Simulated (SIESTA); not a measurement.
## A self-consistent single point of Cr₂TeSe (P-6m2, 4 atoms in the cell) with SIESTA

Method of the run: GGA PBEsol, numerical atomic orbitals DZP, PseudoDojo PBEsol standard norm-conserving potentials (rewritten from UPF to PSML) run with SIESTA 5.4.2.

The input file:

```
# files in the folder: Cr.psml Te.psml Se.psml (PseudoDojo PBEsol standard)
SystemName  Cr2TeSe
SystemLabel Cr2TeSe

NumberOfAtoms                4
NumberOfSpecies              3
%block ChemicalSpeciesLabel
  1 24 Cr
  2 52 Te
  3 34 Se
%endblock ChemicalSpeciesLabel
LatticeConstant              1.0 Ang
%block LatticeVectors
     3.961390000    0.000000000    0.000000000
    -1.980695000    3.430664000    0.000000000
     0.000000000    0.000000000    6.337770000
%endblock LatticeVectors
AtomicCoordinatesFormat      Ang
%block AtomicCoordinatesAndAtomicSpecies
     1.980696981    1.143553523    1.506804817  1
     1.980696981    1.143553523    4.830965182  1
     0.000000000    0.000000000    3.168885000  2
    -0.000001981    2.287110477    0.000000000  3
%endblock AtomicCoordinatesAndAtomicSpecies

XC.functional                GGA
XC.authors                   PBEsol
PAO.BasisSize                DZP
PAO.EnergyShift              0.005 Ry
MeshCutoff                   300 Ry
%block kgrid.MonkhorstPack
    6   0   0  0.0
    0   6   0  0.0
    0   0   3  0.0
%endblock kgrid.MonkhorstPack
OccupationFunction           FD
ElectronicTemperature        100.0 meV
Spin                         polarized
%block DM.InitSpin
  1 +3.00
  2 +3.00
  3 +0.00
  4 +0.00
%endblock DM.InitSpin

MaxSCFIterations             150
SCF.Mixer.Method             Pulay
SCF.Mixer.Weight             0.1
SCF.Mixer.History            6
SCF.DM.Tolerance             1.0E-04
Diag.ParallelOverK           true
WriteForces                  true
Charge.Mulliken              end
```

Output (repeated stretches shortened):

```
reinit: Reading from file input.fdf

reinit: System Name: Cr2TeSe
reinit: System Label: Cr2TeSe

NOTE on units for spin output:
{S} is the spin magnetic moment, in units of the Bohr magneton,
assuming a g-factor for the electron spin of exactly 2.
The spin magnetic moment is then numerically equal to the charge inbalance,
in units of electrons, between the spin-up and -down channels.

coor:   Atomic-coordinates input format  =     Cartesian coordinates
coor:                                          (in Angstroms)

siesta: Atomic coordinates (Bohr) and species
siesta:      3.74297   2.16100   2.84745  1        1
siesta:      3.74297   2.16100   9.12920  1        2
siesta:      0.00000   0.00000   5.98832  2        3
siesta:     -0.00000   4.32201   0.00000  3        4

siesta: System type = bulk

initatomlists: Number of atoms, orbitals, and projectors:      4    74    87

siesta: ******************** Simulation parameters ****************************
redata: Spin configuration                          = collinear
redata: Time-Reversal Symmetry                      = T
redata: Number of Atomic Species                    =        3
redata: Mesh Cutoff                                 =   300.0000 Ry
redata: Net charge of the system                    =     0.0000 |e|
redata: Min. number of SCF Iter                     =        0
redata: Max. number of SCF Iter                     =      150
redata: SCF convergence failure will abort job
redata: SCF mix quantity                            = Hamiltonian
redata: Mix DM or H after convergence               =   F
redata: Recompute H after scf cycle                 =   F
redata: Mix DM in first SCF step                    =   T
redata: No kicks to SCF
redata: DM Mixing Weight for Kicks                  =     0.5000
redata: Require Harris convergence for SCF          =   F
redata: Harris energy tolerance for SCF             =     0.000100 eV
   [... lines left out ...]
diag: Used triangular part                          = Lower
diag: Absolute tolerance                            =  0.100E-15
diag: Orthogonalization factor                      =  0.100E-05
diag: Memory factor                                 =  1.0000

superc: Internal auxiliary supercell:     7 x     5 x     5  =     175
superc: Number of atoms, orbitals, and projectors:    700  12950  15225

                        Single-point calculation

superc: Internal auxiliary supercell:     7 x     5 x     5  =     175
superc: Number of atoms, orbitals, and projectors:    700  12950  15225

outcell: Unit cell vectors (Ang):
        3.961390    0.000000    0.000000
       -1.980695    3.430664    0.000000
        0.000000    0.000000    6.337770

outcell: Cell vector modules (Ang)   :    3.961390    3.961390    6.337770
outcell: Cell angles (23,13,12) (deg):     90.0000     90.0000    120.0000
outcell: Cell volume (Ang**3)        :     86.1315
new_DM -- step:     1
Initializing Density Matrix...

Attempting to read DM from file... Failed...
DM filled with atomic data (user-defined):

InitMesh: MESH = 36 x 36 x 72 = 93312
InitMesh: Mesh cutoff (required, used) =   300.000   304.334 Ry

stepf: Fermi-Dirac step function
        iscf     Eharris(eV)        E_KS(eV)     FreeEng(eV)     dDmax    Ef(eV) dHmax(eV)
   scf:    1   -10898.341361   -10952.293695   -10952.475618  0.531243 -0.838912 22.104190
     spin moment: {S} , |S| = {        0.0        0.0    5.49474 }     5.49474
   scf:    2   -10985.570933   -10971.354886   -10971.496176  0.155915 -2.003603 11.522300
     spin moment: {S} , |S| = {        0.0        0.0    6.41977 }     6.41977
   scf:    3   -10980.078130   -10977.830709   -10977.945383  0.170262 -3.253087  2.153979
     spin moment: {S} , |S| = {        0.0        0.0    7.01417 }     7.01417
   scf:    4   -10978.172186   -10978.025238   -10978.125510  0.031118 -3.416563  1.650511
     spin moment: {S} , |S| = {        0.0        0.0    7.22045 }     7.22045
   scf:    5   -10978.360922   -10978.213376   -10978.297386  0.045046 -3.394953  0.725592
     spin moment: {S} , |S| = {        0.0        0.0    7.52692 }     7.52692
   scf:    6   -10978.170760   -10978.253759   -10978.309828  0.059437 -3.618985  1.655128
   [... lines left out ...]
   scf:   10   -10978.358837   -10978.356964   -10978.408566  0.005664 -3.430805  0.054097
     spin moment: {S} , |S| = {        0.0        0.0    7.91091 }     7.91091
   scf:   11   -10978.357215   -10978.357143   -10978.408746  0.001039 -3.425935  0.006780
     spin moment: {S} , |S| = {        0.0        0.0    7.91202 }     7.91202
   scf:   12   -10978.357415   -10978.357285   -10978.408769  0.001207 -3.424736  0.016858
     spin moment: {S} , |S| = {        0.0        0.0    7.91451 }     7.91451
   scf:   13   -10978.357397   -10978.357346   -10978.408785  0.000324 -3.425973  0.001101
     spin moment: {S} , |S| = {        0.0        0.0    7.91491 }     7.91491
   scf:   14   -10978.357341   -10978.357344   -10978.408785  0.000016 -3.425924  0.001015
     spin moment: {S} , |S| = {        0.0        0.0    7.91487 }     7.91487
   scf:   15   -10978.357322   -10978.357333   -10978.408786  0.000086 -3.425735  0.000407
     spin moment: {S} , |S| = {        0.0        0.0    7.91473 }     7.91473
SCF Convergence by DM+H criterion
max |DM_out - DM_in|         :     0.0000857238
max |H_out - H_in|      (eV) :     0.0004074970
SCF cycle converged after 15 iterations

Using DM_out to compute the final energy and forces

siesta: E_KS(eV) =           -10978.3573

siesta: E_KS - E_eggbox =    -10978.3573

siesta: Atomic forces (eV/Ang):
     1    0.000035   -0.000021    0.082038
     2    0.000035   -0.000021   -0.082042
     3   -0.000277    0.000160   -0.000015
     4    0.000200   -0.000115    0.000020
   Tot   -0.000008    0.000004    0.000000
   Max    0.082042
   Res    0.033493    sqrt( Sum f_i^2 / 3N )
   Max    0.082042    constrained

Stress tensor Voigt[x,y,z,yz,xz,xy] (kbar):       28.09       28.92       31.62       -0.00        0.00        0.72
(Free)E + p*V (eV/cell)   -10979.9969
Target enthalpy (eV/cell)   -10978.4088

siesta: Program's energy decomposition (eV):
siesta: Ebs     =     -1965.388662
siesta: Eions   =     13133.855307
siesta: Ena     =       931.027107
siesta: Ekin    =      5806.811323
siesta: Enl     =     -2608.613673
siesta: Eso     =         0.000000
siesta: Edftu   =         0.000000
siesta: DEna    =        54.371091
siesta: DUscf   =         1.704339
siesta: DUext   =         0.000000
siesta: Ex      =     -1907.751577
siesta: Ec      =      -122.050636
siesta: Exc     =     -2029.802213
siesta: Eharris =    -10978.357322
siesta: Etot    =    -10978.357333
siesta: FreeEng =    -10978.408786

siesta: Atomic forces (eV/Ang):
siesta:      1    0.000035   -0.000021    0.082038
siesta:      2    0.000035   -0.000021   -0.082042
siesta:      3   -0.000277    0.000160   -0.000015
siesta:      4    0.000200   -0.000115    0.000020
siesta: ----------------------------------------
siesta:    Tot   -0.000008    0.000004    0.000000

siesta: Stress tensor (static) (eV/Ang**3):
siesta:     0.017532    0.000447    0.000000
siesta:     0.000447    0.018047   -0.000000
siesta:     0.000000   -0.000000    0.019734

siesta: Cell volume =         86.131550 Ang**3

siesta: Pressure (static):
siesta:                Solid            Molecule  Units
   [... lines left out ...]
siesta:         -29.54057068        -27.84817510  kBar
   [... lines left out ...]

             -0.004  -0.011  -0.008
   2  4.872   0.977   0.091   0.043   0.989   0.991   0.989   0.134   0.133
              0.134   0.076   0.115   0.050   0.115   0.076  -0.008  -0.011

             -0.004  -0.011  -0.008

Species: Te
Atom  Qatom  Qorb
               5s      5s      5py     5pz     5px     5py     5pz     5px
               4dxy    4dyz    4dz2    4dxz    4dx2-y2 5dxy    5dyz    5dz2
               5dxz    5dx2-y2
   3  8.156   0.771   0.075   0.675   0.589   0.675   0.054   0.116   0.054
              1.001   1.001   1.001   1.001   1.001   0.031   0.029   0.021

              0.029   0.031

Species: Se
Atom  Qatom  Qorb
               4s      4s      4py     4pz     4px     4py     4pz     4px
               3dxy    3dyz    3dz2    3dxz    3dx2-y2 4dxy    4dyz    4dz2
               4dxz    4dx2-y2
   4  8.143   0.810   0.061   0.673   0.689   0.673   0.061   0.055   0.061
              1.001   1.001   1.001   1.001   1.001   0.009   0.017   0.005

              0.017   0.009

mulliken: Qtot =       26.043

Mulliken Atomic Populations:
Atom #   charge [q] valence [e]      Sz [e]  Species
     1     0.010388   13.989612    4.245597  Cr
     2     0.010378   13.989622    4.245604  Cr
     3     0.004672   15.995328   -0.315839  Te
     4    -0.025438   16.025438   -0.260628  Se
 Total     0.000000                7.914734
```

The run converged in 15 iterations.

The starting cell comes from a database of computed structures (which also holds hypothetical and non-ambient phases and stackings), without a prior relaxation at this level. The magnetic order is the one reached from the typed start; others were not searched systematically. Values carry the incompleteness of an atom-centred basis.

Cost on one core of a shared machine: roughly 80 s.
